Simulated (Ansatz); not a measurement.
Ansatz (a program for electronic structure) run on Sb2Os (Pnnm, 6 atoms in the cell): self-consistent single point

Computed with LDA (PW92), default PAW files made with PBE (plane waves; Ansatz).

Input as run:

Ansatz 0.2 input:
```yaml
# Sb2Os
crystal:
  lattice:
    - [5.947494, 0.000000, 0.000000]
    - [0.000000, 6.703330, 0.000000]
    - [0.000000, 0.000000, 3.233391]
  atoms:
    - { symbol: Sb, position: [0.318140, 0.858500, 0.500000] }
    - { symbol: Sb, position: [0.681860, 0.141500, 0.500000] }
    - { symbol: Sb, position: [0.818140, 0.641500, 0.000000] }
    - { symbol: Sb, position: [0.181860, 0.358500, 0.000000] }
    - { symbol: Os, position: [0.500000, 0.500000, 0.500000] }
    - { symbol: Os, position: [0.000000, 0.000000, 0.000000] }
basis:
  ecutwfc: 30.9 Ry
kpoints:
  mp_grid: { grid: [3, 3, 7] }
hamiltonian:
  xc: lda
  pseudopotentials: { kind: paw }
scf:
  occupations: { method: fermi_dirac, width: 0.0037 Ry }
output:
  forces: true
  eigenvalues: true
  stress: true
```

Output (repeated stretches shortened):

```
WARN ansatz: RAYON_NUM_THREADS=1 ignored (pool sized by the plan → 1); use --threads N
Pseudopotentials: kind: paw
Pseudopotential: Sb, paw, valence charge 15
Pseudopotential: Os, paw, valence charge 16
Crystal: 6 atoms, lattice volume = 128.909 Å³
Basis set: ecut = 420.4159175005146 eV, 2543 PW (Γ)
Bands: 56, of which v1, the nominal top of the filled ones, is band 46 counted from 1 (45 counted from 0)
Symmetry: 8 space group operations
Space group: Pnnm (ITA 58), of the structure as read, at distance tolerance 5.1e-5 Å
k-points: 16 of 63
PAW frozen core: Sb, regenerated for the run's functional, and the local potential with it
PAW frozen core: Os, regenerated for the run's functional, and the local potential with it
Initial density: superposition of atomic densities (neutral atoms: chi_scale 0, normalization atom), corrected by the library's trained network
Initial wavefunctions: pseudopotential atomic-orbital guess
Eigensolver: davidson
Functional: x = slater, c = lda
SCF iter   1: F=—  HF=-47580.352405 eV  |F-HF|=—  |Δ(HF+E_count)|=         —  Δρ=7.68e-3  dr2=2.96e-2  ethr=1.77e-3  ⟨swp⟩=6.6  Hψ=3403  notcnv=0  defer=5
all-band conjugate gradients solve this SCF's bands
preconditioner: auto → Resta (q_TF=auto, 2.579 Å⁻¹)
SCF iter   2: F=—  HF=-47580.343757 eV  |F-HF|=—  |Δ(HF+E_count)|=   8.65e-3  Δρ=3.58e-3  dr2=6.87e-3  ethr=3.22e-5  ⟨swp⟩=3.0  Hψ=1682  notcnv=0  defer=19
SCF iter   3: F=—  HF=-47580.341423 eV  |F-HF|=—  |Δ(HF+E_count)|=   2.33e-3  Δρ=4.31e-4  dr2=2.07e-4  ethr=7.47e-6  ⟨swp⟩=2.0  Hψ=1454  notcnv=0  defer=19
SCF iter   4: F=—  HF=-47580.341366 eV  |F-HF|=—  |Δ(HF+E_count)|=   5.72e-5  Δρ=4.16e-5  dr2=1.45e-6  ethr=2.25e-7  ⟨swp⟩=2.0  Hψ=1120  notcnv=0  defer=19
SCF iter   5: F=—  HF=-47580.341364 eV  |F-HF|=—  |Δ(HF+E_count)|=   1.43e-6  Δρ=1.05e-5  dr2=1.97e-7  ethr=1.58e-9  ⟨swp⟩=2.0  Hψ=1139  notcnv=0  defer=19
SCF iter   6: F=-47580.341364 eV  HF=-47580.341364 eV  |F-HF|=8.00e-10  |Δ(HF+E_count)|=   5.22e-8  Δρ=1.78e-6  dr2=2.74e-9  ethr=1.09e-10  ⟨swp⟩=9.7  Hψ=3651  notcnv=0
SCF 1 converged in 6 iterations: F = -47580.341364 eV  dr2 = 2.74e-9
SCF converged after 6 iterations
Free energy (F): -47580.341364 eV
Harris-Foulkes:  -47580.341364 eV  (|F-HF|=8.00e-10)
Internal energy: -47580.340659 eV  (E = F + TS)
E sigma→0 (E₀):  -47580.341012 eV
Entropy (-TS):   -0.000705 eV (-0.117 meV/atom)
Fermi energy:    14.623201 eV
--- Per-component energies (eV) ---
  E_band       = -838.794385
  E_kinetic    = 1971.421640
  E_local      = -8116.183899  (includes V_loc(G=0)·N_el)
  E_nonlocal   = 1482.365726
  E_hartree    = 3606.997565
  E_xc         = -1085.260844
  E_vxc        = -962.115586  (∫ρ·V_xc dr)
  E_paw        = -35210.859234  (= ΣΔE_a)
  E_vpaw       = -2428.279999  (= ΣTr[D̂ρ^β])
  E_aug_tail   = -0.000158  (compensation charges beyond the density's cutoff)
  E_ewald      = -10231.782219
  E_core_change = 2.960762  (= ΣΔE_core)
  E_smearing   = -0.000705  (= −TS)
  E_closure    = -0.000000  (closes the sum)
  Σ components = -47580.341364   (vs F -47580.341364, Δ=0.00e0)
--- Forces (eV/Å), atoms counted from 1 ---
  atom   1  Sb    -0.03674292    -0.06387012     0.00000000
  atom   2  Sb     0.03674292     0.06387012    -0.00000000
  atom   3  Sb    -0.03674292     0.06387012     0.00000000
  atom   4  Sb     0.03674292    -0.06387012    -0.00000000
  atom   5  Os     0.00000000     0.00000000    -0.00000000
  atom   6  Os     0.00000000     0.00000000    -0.00000000
  max |Σ_I F_I| component: 1.39e-17 eV/Å
--- Stress (GPa, compression-positive) ---
       -3.464818       0.000000       0.000000
        0.000000      -3.911910       0.000000
        0.000000       0.000000      -3.887698
  P = ⅓ Tr σ = -3.7548 GPa (-37.548 kbar)
  The stress holds the Pulay correction. Without it, at fixed plane waves, as pw.x and ABINIT print it: P = -3.8120 GPa
--- Band table (eV; the first three rows and the last of 16) ---
  k-point 0: bands = ["-70.8902", "-70.8901", "-30.4002", "-30.3996", "-30.3856", "-30.3853", "-30.1474", "-30.1468", "-14.2109", "-14.2040", "-14.1263", "-14.1247", "-14.1128", "-14.0975", "-14.0761", "-14.0588", "-14.0561", "-14.0449", "-14.0316", [...]
  k-point 1: bands = ["-70.8897", "-70.8896", "-30.4172", "-30.4166", "-30.3840", "-30.3837", "-30.1459", "-30.1454", "-14.1943", "-14.1881", "-14.1202", "-14.1063", "-14.1048", "-14.1035", "-14.0788", "-14.0645", "-14.0489", "-14.0388", "-14.0364", [...]
  k-point 2: bands = ["-70.8886", "-70.8885", "-30.4551", "-30.4547", "-30.3803", "-30.3801", "-30.1425", "-30.1422", "-14.1611", "-14.1579", "-14.1344", "-14.1259", "-14.0851", "-14.0764", "-14.0569", "-14.0563", "-14.0485", "-14.0458", "-14.0445", [...]
  k-point 15: bands = ["-70.8877", "-70.8877", "-30.4853", "-30.4853", "-30.3773", "-30.3773", "-30.1397", "-30.1397", "-14.1454", "-14.1428", "-14.1367", "-14.1333", "-14.0971", "-14.0955", "-14.0601", "-14.0580", "-14.0513", "-14.0497", [...]
```

The run converged in 6 iterations.

The starting cell comes from a database of computed structures (which also holds hypothetical and non-ambient phases and stackings), without a prior relaxation at this level. Its lattice was rescaled by up to half a per cent. Spin-orbit coupling is off. With a pressure of about -4 GPa the cell is away from its equilibrium volume at this level. Ansatz's pressure includes its estimate of the finite-basis (Pulay) stress.
